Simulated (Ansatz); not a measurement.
The parent structure is Ge in the diamond structure (space group Fd-3m, No. 227; a = 5.6761 Å). Axes: x, y, z lie along the cube axes.

Method: PBEsol (Ansatz, a quantum-chemistry and plane-wave program), no SOC, earlier PAW set.

For the base:

| Item | Value |
|---|---|
| Pressure | 0.0 GPa |

One thing is altered: biaxial strain +2.21 %, plane normal [111], relaxed out of plane (Cartesian); in-plane vectors clamped, the third vector and the atoms free.

**Question.** How does this affect the energy relative to the base?

**Answer.** The energy rises by 10 meV/atom.

**Question.** How does this affect the pressure?

**Answer.** The pressure (mean of the normal stresses, compression positive) goes from zero to -2.1 GPa.

Whether these cells are dynamically stable was not tested.
